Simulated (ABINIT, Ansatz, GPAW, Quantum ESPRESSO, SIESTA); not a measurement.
One structure in several programs: Hf (P6_3/mmc, 2 atoms in the cell)

Self-consistent single point.

```xyz
2
Lattice="1.5786 -2.7342 0.0000 1.5786 2.7342 0.0000 0.0000 0.0000 4.9980" Properties=species:S:1:pos:R:3 pbc="T T T"
Hf     1.5786     0.9114     1.2495
Hf     1.5786    -0.9114     3.7485
```

Shared settings, as Ansatz (a quantum-chemistry and plane-wave program) writes them: kpoints.mp_grid.grid = 6 6 3; scf.occupations.method = gaussian; scf.occupations.width = 0.0073 Ry. Potentials and cutoffs stand in the table.

| code | model | pressure (GPa) | cutoff |
|---|---|---|---|
| ABINIT | PBE, norm-conserving pseudopotentials (PseudoDojo nc-sr-05 PBE standard) | 5.99 | 789 eV |
| Ansatz | PBE, default PAW files | 5.82 | default |
| SIESTA | GGA PBE, numerical atomic orbitals DZP, PseudoDojo PBE standard norm-conserving potentials (rewritten from UPF to PSML) | 5.88 | grid 400 Ry |
| Quantum ESPRESSO | PBE, SSSP 1.1.2 efficiency (PBE) pseudopotentials | 6.01 | 60 Ry |
| GPAW | PBE, GPAW PAW datasets PBE (gpaw-data 1.0.1) | 6.28 | 550 eV |

On Ansatz's run: spin-orbit coupling is off.

The spread over the programs that give each value: pressure within 0.46 GPa.

SIESTA uses small atom-centred bases, whose incompleteness enters pressures, forces and empty levels differently from a plane-wave cutoff. Ansatz's pressure is given at a fixed set of plane waves, as the other plane-wave codes print theirs; with its correction for the finite basis it is 5.87 GPa.

On the base mesh (8 8 5) the same programs gave: Ansatz pressure 5.20 GPa; Quantum ESPRESSO pressure 5.38 GPa; ABINIT pressure 5.36 GPa; GPAW pressure 5.66 GPa; SIESTA pressure 5.31 GPa.

The values differ from the base mesh's, so the mesh still matters here: the table compares the programs at equal settings.

The starting cell has typed, rounded lattice constants, without a prior relaxation at this level. Its lattice was rescaled by a random factor within 2.5 % of one.

Left out of this page: CP2K (on another mesh); Elk and FLEUR (not drawn, or without a comparable value).

Keys are those of Ansatz 0.2.
